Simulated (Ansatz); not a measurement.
The parent structure is Ag in the fcc (Cu type) structure (space group Fm-3m, No. 225; a = 4.1483 Å; relaxed with 0.1 eV smearing).

Calculations: PBE, PAW, 420 eV (Ansatz, a quantum-chemistry and plane-wave program; without spin-orbit coupling).

For the base:

- Pressure = 0.0 GPa

Modification: an isotropic linear strain of −2.50 %; the atoms relax in the strained cell.

Predict the new energy relative to the base.

The energy rises by 32 meV/atom.

Predict the new pressure.

The pressure goes from zero to 8.6 GPa.

Stability against distortions was not tested.
